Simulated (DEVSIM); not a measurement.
Device: W/Al2O3/p-Si capacitor, at 300 K.

```csv
layer (left to right),material,thickness (nm),Na (cm⁻³)
1,Al2O3,4.60,-
2,Si,4200,1.9e16
```

Metal gate on the left, work function 4.6 eV. Fixed charge at the semiconductor interface -2.4e10 cm⁻² (in units of +e); no interface traps.

The device is made up for the run: typed textbook-type constants, with dimensions and the other settings drawn at random. Values at 300 K.

```
parameter      Al2O3       Si
-------------  -----  -------
gap (eV)         6.8    1.124
affinity (eV)   1.35     4.05
permittivity       9     11.7
Nc (cm⁻³)          -  2.86e19
Nv (cm⁻³)          -   3.1e19
```

Model (solved in DEVSIM): 1D Poisson equation in equilibrium, Boltzmann statistics, complete ionisation; no quantum confinement or tunnelling. Metal contacts follow the ideal Schottky-Mott rule: no Fermi-level pinning, no interface dipoles.

The interface trap density was swept, all else fixed.

```csv
interface trap density (cm^-2 eV^-1),minimum of the low-frequency capacitance (μF/cm²),flat-band voltage (V),threshold voltage (band bending 2φF) (V)
0,0.0501,-0.38,0.40
1e10,0.0516,-0.38,0.40
1e11,0.0650,-0.39,0.40
3e11,0.0942,-0.40,0.41
1e12,0.189,-0.44,0.42
2e12,0.306,-0.49,0.43
```

From the first row to the last the minimum of the low-frequency capacitance goes from 0.0501 to 0.306. From the first row to the last the flat-band voltage goes from -0.38 to -0.49.
